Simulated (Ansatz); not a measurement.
The starting structures come from a database of crystals and need not be the phases stable at ambient conditions.

By PBEsol, the system below comes out a metal.

Here is the system:

```yaml
crystal:
  lattice:
    - [4.60164, 0.00000, 0.00000]
    - [-2.13365, 4.07709, 0.00000]
    - [1.23400, 2.03854, 3.93658]
  atoms:
    - { symbol: B, position: [0.75000, 0.75000, 0.00000] }
    - { symbol: B, position: [0.25000, 0.25000, 0.00000] }
    - { symbol: W, position: [0.32969, 0.17031, 0.50000] }
    - { symbol: W, position: [0.67031, 0.82969, 0.50000] }
    - { symbol: W, position: [0.17031, 0.67031, 0.15938] }
    - { symbol: W, position: [0.82969, 0.32969, 0.84062] }
```

Space group of this cell: I4/mcm. The cell is taken as given; by PBEsol its mean pressure is -4.8 GPa.

The current flows along the normal of the first two printed cell vectors, the (110) plane of the conventional cell. No spin-orbit coupling; the value is a mean over 0.1 eV about the Fermi level.

Predict the ballistic conductance per area from PBEsol in Ansatz (a quantum-chemistry and plane-wave program).

0.90 × 10¹⁵ S/m² for both spins.
